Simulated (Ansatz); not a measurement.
Start from SiO2 in the rutile structure (space group P4_2/mnm, No. 136; a = 4.155 Å, c = 2.661 Å).

Structures relaxed with LDA (Ansatz, a first-principles code), without spin-orbit coupling.

Base:

Simulated powder pattern, Mo Kα, λ = 0.71073 Å (kinematic, ideal powder, no thermal factors, no anomalous dispersion; the 14 strongest lines at most, above 2 %, up to 2θ = 40°):

```json
[
 {"2θ (°)": "13.89", "I/Imax (%)": "100", "hkl": "(110)"},
 {"2θ (°)": "18.25", "I/Imax (%)": "27", "hkl": "(101)"},
 {"2θ (°)": "20.76", "I/Imax (%)": "45", "hkl": "(111)"},
 {"2θ (°)": "22.05", "I/Imax (%)": "17", "hkl": "(210)"},
 {"2θ (°)": "26.98", "I/Imax (%)": "72", "hkl": "(211)"},
 {"2θ (°)": "28.00", "I/Imax (%)": "25", "hkl": "(220)"},
 {"2θ (°)": "30.98", "I/Imax (%)": "13", "hkl": "(002)"},
 {"2θ (°)": "31.38", "I/Imax (%)": "8.1", "hkl": "(310)"},
 {"2θ (°)": "33.63", "I/Imax (%)": "34", "hkl": "(301)"},
 {"2θ (°)": "34.09", "I/Imax (%)": "13", "hkl": "(112)"},
 {"2θ (°)": "35.11", "I/Imax (%)": "2.9", "hkl": "(311)"},
 {"2θ (°)": "38.35", "I/Imax (%)": "3.3", "hkl": "(212)"},
 {"2θ (°)": "39.27", "I/Imax (%)": "3.4", "hkl": "(321)"}
]
```

The change: an isotropic linear strain of −3.00 %; the atoms relax in the strained cell.

**Question.** How do the reflections move or split?

**Answer.** 
Simulated powder pattern, Mo Kα, λ = 0.71073 Å (kinematic, ideal powder, no thermal factors, no anomalous dispersion; the 14 strongest lines at most, above 2 %, up to 2θ = 40°):

```
2θ (°)  I/Imax (%)    hkl
------  ----------  -----
14.33          100  (110)
18.82           29  (101)
21.41           46  (111)
22.74           16  (210)
27.83           72  (211)
28.88           26  (220)
31.96           13  (002)
32.38          8.7  (310)
34.70           33  (301)
35.18           13  (112)
36.23          3.4  (311)
39.59          3.0  (212)
```

The indices refer to the base's conventional cell; one index is shown for lines that coincide.

Whether these cells are dynamically stable was not tested.
